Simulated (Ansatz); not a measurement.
## A computed series for ZnS: point defects

Take a 24-atom supercell of ZnS in the zinc blende structure (space group F-43m, No. 216; a = 5.357 Å) at its relaxed geometry as the base.

One neutral defect a cell, atoms relaxed at fixed cell.

The values are results of DFT with PBEsol, PAW potentials and a 420 eV plane-wave cutoff in Ansatz (a program for electronic structure), no spin-orbit coupling, not measurements.

| variant | gap of the supercell | total moment of the cell | pressure | largest displacement of a host atom from its site in the perfect cell |
|---|---|---|---|---|
| perfect supercell | 2.09 eV | – | 0.0 GPa | – |
| Cd on a Zn site, symmetric start | 2.02 eV | 0.0 μB | 1.7 GPa | 0.18 Å |
| S on a Zn site (antisite) | ___ | 0.0 μB | ___ | ___ |
| H interstitial (started 2.32 Å from the nearest host atom) | 0.49 eV | 1.0 μB | 0.4 GPa | 0.03 Å |

### Question
What belongs in the blanks?

### Answer

- S on a Zn site (antisite), gap of the supercell: 1.19 eV
- S on a Zn site (antisite), pressure: 1.3 GPa
- S on a Zn site (antisite), largest displacement of a host atom from its site in the perfect cell: 0.19 Å

The magnetic state is the one reached from the starting moments; the real material's order can differ, and small cells can't hold many antiferromagnetic ones. The cell is small, so the values are those of an ordered compound at a high defect concentration; dilute-limit values will differ. Defects with a symmetric start kept the site's symmetry and may sit on a saddle; the others started slightly shaken. Seeded moments were not kept for Cd on a Zn site and S on a Zn site (antisite). A gap here joins edges of opposite spin (a spin-flip gap).
